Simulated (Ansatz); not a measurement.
Consider ZnCu2SnSe4 (space group I-4, No. 82).

```yaml
crystal:
  lattice:
    - [-2.88182, 2.88182, 5.76298]
    - [2.88182, -2.88182, 5.76298]
    - [2.88182, 2.88182, -5.76298]
  atoms:
    - { symbol: Cu, position: [0.00000, 0.00000, 0.00000] }
    - { symbol: Cu, position: [0.75000, 0.25000, 0.50000] }
    - { symbol: Zn, position: [0.25000, 0.75000, 0.50000] }
    - { symbol: Sn, position: [0.50000, 0.50000, 0.00000] }
    - { symbol: Se, position: [0.63874, 0.62944, 0.52864] }
    - { symbol: Se, position: [0.10081, 0.11010, 0.47136] }
    - { symbol: Se, position: [0.37056, 0.89919, 0.00930] }
    - { symbol: Se, position: [0.88990, 0.36126, 0.99070] }
```

Method: Kohn–Sham DFT with the PBE functional, run in Ansatz (a first-principles code) with PAW and 420 eV plane waves, scalar-relativistic without spin-orbit coupling.

Before the change:

| Property | Value |
|---|---|
| Valley order | Γ 0.03 eV; X (0, 0, 1/2) 0.13 eV; M (1/2, 1/2, 1/2) 0.84 eV |

Modification: an isotropic linear strain of +1.37 %, atoms relaxed at fixed cell.

Q: How does this affect the energy relative to the base and valley order?

A: The energy goes up by 6.7 meV/atom; the valley order (the lowest conduction-band minima on the path, energy above the VBM, named in the base's zone) changes from Γ 0.03 eV; X (0, 0, 1/2) 0.13 eV; M (1/2, 1/2, 1/2) 0.84 eV to Γ 0.03 eV; X (0, 0, 1/2) 0.10 eV; M (1/2, 1/2, 1/2) 0.81 eV.

No phonon test of stability was made. The final runs are not spin-polarised.
